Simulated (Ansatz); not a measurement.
BGe2P (model structure, started from the BC2N type, R3m, No. 160, 4 atoms in the cell) was calculated with r²SCAN in Ansatz (PAW).

Numerical settings: plane-wave cutoff 560 eV, 18×18×18 k mesh, Fermi–Dirac smearing 0.05 eV, scalar-relativistic PAW data made under PBE.

Cell (relaxed at this level):

```cif
data_BGe2P
_chemical_formula_sum 'B1 P1 Ge2'
_space_group_name_H-M_alt 'P 1'
_space_group_IT_number 1
_cell_length_a 6.34536
_cell_length_b 6.34536
_cell_length_c 6.34536
_cell_angle_alpha 32.936
_cell_angle_beta 32.936
_cell_angle_gamma 32.936
loop_
_space_group_symop_operation_xyz
  'x, y, z'
loop_
_atom_site_label
_atom_site_type_symbol
_atom_site_fract_x
_atom_site_fract_y
_atom_site_fract_z
_atom_site_occupancy
B1 B 0.00006 0.00006 0.00006 1
P1 P 0.89167 0.89167 0.89167 1
Ge1 Ge 0.49796 0.49796 0.49796 1
Ge2 Ge 0.36028 0.36028 0.36028 1
```

Q: Predict the bulk modulus B0.

A: 
* **bulk modulus B0**: 102 GPa

The run finds no gap.

Note: the bulk modulus is −V dP/dV from two relaxed cells at ±2 % in volume; the relaxation could raise the start's symmetry but not lower it, so the cell can be a saddle point.

The result took around 15 core-minutes (rough).

A model structure was made by putting elements into a prototype or built by hand; it is no filed structure, need not be a known phase, and can be a saddle point held by its symmetry.

Ansatz is a quantum-chemistry and plane-wave program.
